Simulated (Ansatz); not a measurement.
Ansatz (a first-principles code), DFT, r2SCAN, plane waves, its default PAW files: SiNi3 (from the phase in space group 221, mp-828), 4 atoms, spin-polarised from a ferromagnetic start (2 μB on Ni), ending non-magnetic. Basis and mesh were picked for this test and aren't claimed converged.

```json
{
  "cell": "3.46, 3.46, 3.46 Å; 90, 90, 90°",
  "task": "single point",
  "k mesh": "6×6×6",
  "hamiltonian.xc": "r2scan",
  "kind_of_files": "paw",
  "scf.occupations.method": "fermi_dirac",
  "scf.occupations.width": "0.05 eV",
  "output.forces": "true",
  "magnetization.spin_polarized": "true",
  "binding of workers (--pin)": "off",
  "k-point pools (--kpoint-pools)": "1",
  "memory maximum (--max-ram)": "8GiB",
  "accuracy": "medium (default)",
  "basis.precision": "auto (default)",
  "basis.xc_grid": "4 (default)",
  "scf.eigensolver.kind": "auto (default)",
  "scf.convergence.dr2_threshold": "1e-07 (default)",
  "scf.lower_state_search": "light (default)",
  "k-points after symmetry (for each spin)": "20",
  "bands_at_the_start": "39",
  "electrons": "58",
  "plane waves at Γ": "1021",
  "cutoff (eV)": "500",
  "FFT grid": "27×27×27",
  "symmetry_operations": "48"
}
```

Settings of this run: scf.mixing.algorithm = anderson, scf.mixing.preconditioner = auto, scf.mixing.ndim = 1, scf.algorithm = auto; 4 threads.

| iteration | dr2 (eV) | Hψ |
|---|---|---|
| 1 | 1.97e0 | 6110 |
| 2 | 2.80e-1 | 3065 |
| 3 | 6.56e-1 | 3067 |
| 4 | 1.12e1 | 4476 |
| 5 | 1.11e0 | 4812 |
| 6 | 6.28e-1 | 3412 |
| 7 | 4.12e-1 | 2233 |
| 8 | 2.68e-1 | 2145 |
| 9 | 1.76e-1 | 2032 |
| 10 | 1.12e-1 | 2045 |
| 11 | 7.14e-2 | 1920 |
| 12 | 4.53e-2 | 1865 |
| 13 | 2.86e-2 | 1743 |
| 14 | 1.82e-2 | 1674 |
| … | … | … |
| 46 | 8.96e-8 | 2733 |
| 47 | 6.38e-8 | 2741 |
| 48 | 4.55e-8 | 2743 |
| 49 | 3.25e-8 | 2750 |
| 50 | 2.33e-8 | 2759 |
| 51 | 1.67e-8 | 2765 |
| 52 | 1.20e-8 | 2794 |
| 53 | 9.00e-9 | 2926 |
| … | … | … |
| 83 | 6.58e-13 | 4861 |
| 84 | 4.82e-13 | 4660 |
| 85 | 3.52e-13 | 4682 |
| 86 | 2.58e-13 | 4566 |
| 87 | 1.89e-13 | 4591 |
| 88 | 1.38e-13 | 4387 |
| 89 | 1.03e-13 | 4343 |
| 90 | 7.49e-14 | 4258 |

It converged after 90 SCF iterations (all cycles of the run, searches included).

Question: The cycle is slow. Which setting should be changed?

Answer: One answer among several that fit: scf.mixing.ndim = not set (26 SCF iterations (all cycles of the run, searches included)) or scf.mixing.ndim = 16 (26 SCF iterations (all cycles of the run, searches included)) or scf.mixing.ndim = 4 (29 SCF iterations (all cycles of the run, searches included)), all else kept. With more settings changed, the fewest of all runs of this system: scf.mixing.algorithm = msr1, scf.mixing.ndim = not set (16). The first change moves the result by: energy under 0.001 meV/atom, magnetization under 0.001 μB/atom, absolute magnetization under 0.001 μB/atom. Counts are of single runs.

Keys are those of Ansatz 0.2.
